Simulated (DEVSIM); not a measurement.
Device: Al/Si3N4/p-Ge capacitor, at 300 K.

Layer 1 from the left is Si3N4, thickness (nm) 3.10. Layer 2 from the left is Ge, thickness (nm) 14000, Na (cm⁻³) 1.8e15.

Metal gate on the left, work function 4.1 eV. Fixed charge at the semiconductor interface 9.6e10 cm⁻² (in units of +e); no interface traps.

Constants are typed, rounded textbook-type inputs, not results; the design itself was drawn at random and stands for no fabricated device. Values at 300 K.

Si3N4: gap (eV) 5.1, affinity (eV) 2.1, permittivity 7.5. Ge: gap (eV) 0.664, affinity (eV) 4, permittivity 16, Nc (cm⁻³) 1.04e19, Nv (cm⁻³) 6e18.

DEVSIM, 1D Poisson equation in equilibrium, Boltzmann statistics, complete ionisation; no quantum confinement or tunnelling. Metal contacts follow the ideal Schottky-Mott rule: no Fermi-level pinning, no interface dipoles.

Problem. What does the simulation give for the threshold voltage (band bending 2φF), the minimum of the low-frequency capacitance?

Solution. threshold voltage (band bending 2φF) -0.12 V; minimum of the low-frequency capacitance 0.0406 μF/cm².
